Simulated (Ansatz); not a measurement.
## CsCl-type PdIn: lattice parameter a by level of theory

No measured value is used here.

```json
[
 {"level (code)": "LDA (Ansatz)", "value (Å)": "3.214"},
 {"level (code)": "PBE (Ansatz)", "value (Å)": "…"},
 {"level (code)": "PBEsol-D3(BJ) (Ansatz)", "value (Å)": "3.208"},
 {"level (code)": "r²SCAN-D4 (Ansatz)", "value (Å)": "3.257"},
 {"level (code)": "PBE0-D3(BJ) (Ansatz)", "value (Å)": "3.221"}
]
```

Some entries are withheld; supply them.


- PBE (Ansatz, an electronic-structure program), value (Å): 3.306

The crystal itself was run without spin with LDA, PBE, PBEsol-D3(BJ), r²SCAN-D4, PBE0-D3(BJ); a magnetic state was not tried in these runs. Cutoffs and k meshes differ between the levels. Ansatz's density-functional and Hartree–Fock values are scalar-relativistic unless marked +SOC, with PAW data made under PBE.
